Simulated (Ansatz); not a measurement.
Ta₂O₅ (Pbam, No. 55, 14 atoms in the cell; start mp-1104837) was calculated with HSE06 in Ansatz (plane waves, PAW).

Run with plane-wave cutoff 460 eV, 4×6×4 k mesh (along the axes of the cell as run), Fermi–Dirac smearing 0.01 eV, scalar-relativistic PAW data made under PBE.

Cell (relaxed with PBEsol):

```cif
data_O10Ta4
_chemical_formula_sum 'Ta4 O10'
_space_group_name_H-M_alt 'P 1'
_space_group_IT_number 1
_cell_length_a 6.19566
_cell_length_b 3.78653
_cell_length_c 7.32563
_cell_angle_alpha 90.000
_cell_angle_beta 90.000
_cell_angle_gamma 90.000
loop_
_space_group_symop_operation_xyz
  'x, y, z'
loop_
_atom_site_label
_atom_site_type_symbol
_atom_site_fract_x
_atom_site_fract_y
_atom_site_fract_z
_atom_site_occupancy
Ta1 Ta 0.97940 0.00000 0.98803 1
Ta2 Ta 0.03132 0.00000 0.48803 1
Ta3 Ta 0.53132 0.00000 0.22740 1
Ta4 Ta 0.47939 0.00000 0.72740 1
O1 O 0.95359 0.50000 0.94945 1
O2 O 0.05712 0.50000 0.44945 1
O3 O 0.55712 0.50000 0.26599 1
O4 O 0.45358 0.50000 0.76598 1
O5 O 0.25536 0.00000 0.10771 1
O6 O 0.86587 0.00000 0.24738 1
O7 O 0.75535 0.00000 0.60771 1
O8 O 0.36587 0.00000 0.46805 1
O9 O 0.14484 0.00000 0.74738 1
O10 O 0.64484 0.00000 0.96805 1
```

Question: What does this level give for the band gap and Γ–Γ gap?

Answer: 
* **band gap**: 3.74 eV (on the SCF k mesh)
* **Γ–Γ gap**: 4.76 eV

Note: cell and atoms aren't relaxed at this level (largest force component 0.10 eV/Å, pressure -0.7 GPa).

Spin–orbit coupling is not included.

A start named mp-… is a Materials Project structure, which need not be a measured phase.

Ansatz is an electronic-structure program.
